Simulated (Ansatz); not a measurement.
Structures of equal composition on the (111)A surface of 3C silicon carbide (Si plane on top): (√3x√3)R30° Bi adatom at H3; (√3x√3)R30° Bi adatom at T4. The slabs share one bottom face, and each structure is named by its start. These are constructed structures in small cells; real faces may alloy, dewet or reconstruct in larger ones, and not all known structures of the face are among them. Slabs of about 10 Å, Fermi-Dirac smearing of 0.025 eV. Bottom of the slabs: H caps. Relaxed from the named starts with such symmetry as they have, on meshes of like density; energies extrapolated to zero smearing; spin only where a row says so; no spin-orbit coupling, no U. Brackets mark spin-polarised runs, whose order is one that fits the cell. Where a second, spin-polarised start was run, the lower counts.

These are HSE06, at the PBE geometry (plane waves to 420 eV, PAW; Ansatz, a first-principles code) values and carry that method's errors.

Task: Order them by energy per 1x1 cell (lowest first) at the level HSE06, at the PBE geometry.

Result: (√3x√3)R30° Bi adatom at T4 (0.000 eV), (√3x√3)R30° Bi adatom at H3 (0.119 eV)
